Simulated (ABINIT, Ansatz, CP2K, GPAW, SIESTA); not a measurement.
# Code comparison for ZnSe (F-43m, 2 atoms in the cell)

Band-structure calculation.

```
CELL_PARAMETERS angstrom
      0.00000     2.83500     2.83500
      2.83500     0.00000     2.83500
      2.83500     2.83500     0.00000
ATOMIC_POSITIONS crystal
  Zn 0.00000 0.00000 0.00000
  Se 0.25000 0.25000 0.25000
```

Shared settings, as Ansatz (an electronic-structure program) writes them: kpoints.mp_grid.grid = 10 10 10; scf.occupations.method = fermi_dirac; scf.occupations.width = 0.01 eV. Potentials and cutoffs stand in the table.

```json
[
 {"code": "Ansatz", "model": "PBE, default PAW files", "gap along the path (eV)": "1.28", "smallest direct gap (eV)": "1.28", "cutoff": "420 eV"},
 {"code": "SIESTA", "model": "GGA PBE, numerical atomic orbitals TZP, PseudoDojo PBE standard norm-conserving potentials (rewritten from UPF to PSML)", "gap along the path (eV)": "1.50", "smallest direct gap (eV)": "1.50", "cutoff": "grid 300 Ry"},
 {"code": "ABINIT", "model": "PBE, PAW (JTH v2.0 PBE PAW)", "gap along the path (eV)": "1.29", "smallest direct gap (eV)": "1.29", "cutoff": "30 Ha"},
 {"code": "CP2K", "model": "PBE, GPW, DZVP-MOLOPT-PBE-GTH basis, GTH-PBE potentials (POTENTIAL_UZH)", "gap along the path (eV)": "1.25", "smallest direct gap (eV)": "1.25", "cutoff": "grid 600 Ry"},
 {"code": "GPAW", "model": "PBE, GPAW PAW datasets PBE (gpaw-data 1.0.1)", "gap along the path (eV)": "1.29", "smallest direct gap (eV)": "1.29", "cutoff": "800 eV"}
]
```

The spread over the programs that give each value: gap along the path within 0.25 eV; smallest direct gap within 0.25 eV.

SIESTA and CP2K use small atom-centred bases, whose incompleteness enters pressures, forces and empty levels differently from a plane-wave cutoff.

In the gap along the path, SIESTA stands apart from the plane-wave programs.

The starting cell has typed, rounded lattice constants, without a prior relaxation at this level.

Left out of this page: Quantum ESPRESSO, Elk and FLEUR (not drawn, or without a comparable value).

Keys are those of Ansatz 0.2.
